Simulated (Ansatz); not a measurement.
An Ansatz (an electronic-structure program) input (PBE/PAW in Ansatz, spin-orbit coupling left out):

Ansatz 0.2 input:
```yaml
crystal:
  lattice:
    - [2.2401106801, 0, 0]
    - [1.12005534, 1.9399927562, 0]
    - [0, 0, 3.5842398481]
  atoms:
    - { symbol: Be, position: [0.6666666667, 0.6666666667, 0.75] }
    - { symbol: Be, position: [0.3333333333, 0.3333333333, 0.25] }
basis: { ecutwfc: 420, ecutrho_ratio: 4, xc_grid: 2, fft_grid_basis: typed }
kpoints: { mp_grid: { grid: [29, 29, 16] } }
hamiltonian:
  xc: pbe
  dispersion: none
  pseudopotentials: { kind: paw }
scf: { occupations: { method: fermi_dirac, width: 0.1 } }
relax: { f_tol: 0.005, max_steps: 50, cell: { stress_tol: 0.01, fix: [a, b, gamma] } }
output: { forces: true, stress: true }
checkpoint: { write: state.ck, write_every: 1000 }
```

**Question.** Which symmetry and how many k-points will the program report, and about how many plane waves at Γ?

**Answer.** Space group P63/mmc (ITA 194) with 24 operations, k-points 765 of 13456, and 311 plane waves at Γ.

**Question.** And the final pressure?

**Answer.** 2.39 GPa (compression positive).

The cells carry an imposed strain or load. Stability against distortions was not tested. The cell was made from Be in the hcp (Mg type) structure (space group P6_3/mmc, No. 194) by this change: biaxial strain −1.00 %, plane normal [001], relaxed out of plane.
